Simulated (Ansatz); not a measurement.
Results of r²SCAN (PAW; Ansatz, a quantum-chemistry and plane-wave program) for GaAl3As4 (model structure, P-4m2, No. 115, 8 atoms in the cell).

Run with plane-wave cutoff 560 eV, 8×8×4 k mesh (along the axes of the cell as run), Fermi–Dirac smearing 0.01 eV, scalar-relativistic PAW data made under PBE.

Cell (relaxed at this level):

```xyz
8
Lattice="4.0144 0.0000 0.0000 0.0000 4.0144 0.0000 0.0000 0.0000 11.3447" Properties=species:S:1:pos:R:3 pbc="T T T"
Ga     0.0000     0.0000     0.0000
As     2.0072     0.0000     1.4198
Al     2.0072     2.0072     2.8331
As     0.0000     2.0072     4.2524
Al     0.0000     0.0000     5.6723
As     2.0072     0.0000     7.0923
Al     2.0072     2.0072     8.5116
As     0.0000     2.0072     9.9249
```

Problem. Give the computed band gap and smallest direct gap on the k points sampled.

Solution. 
- band gap: 1.79 eV
- smallest direct gap on the k points sampled: 1.81 eV

Note: the relaxation could raise the start's symmetry but not lower it, so the cell can be a saddle point.

Spin–orbit coupling is not included.

Static lattice: no zero-point or thermal effects.

A model structure was made by putting elements into a prototype or built by hand; it is no filed structure, need not be a known phase, and can be a saddle point held by its symmetry.
